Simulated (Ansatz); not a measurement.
Base system: MgTe in the wurtzite structure (space group P6_3mc, No. 186; a = 4.509 Å, c = 7.338 Å). Axes: x lies along a and z along c of the hexagonal cell.

Method: LDA (Ansatz, an electronic-structure program), scalar-relativistic without spin-orbit coupling.

It is then changed as follows: an isotropic linear strain of −1.80 %, atoms relaxed at fixed cell.

Question: Predict the stress tensor and what it implies for the stiffness.

Answer: Stress of the strained cell less that of the base (GPa, compression positive):
```
   2.36    0.00    0.00
   0.00    2.36    0.00
   0.00    0.00    2.36
```

Then B = −ΔP/(ΔV/V₀) with ΔV/V₀ = -0.0530 gives secant stiffness values (nonlinear terms included at this strain): B (at held cell shape, above the free-shape value) ≈ 45 GPa.

As a check, the harmonic strain energy −½ V₀ Δσ:ε is 13 meV/atom; the computed energy rise is 12 meV/atom.

Stability against distortions was not tested.
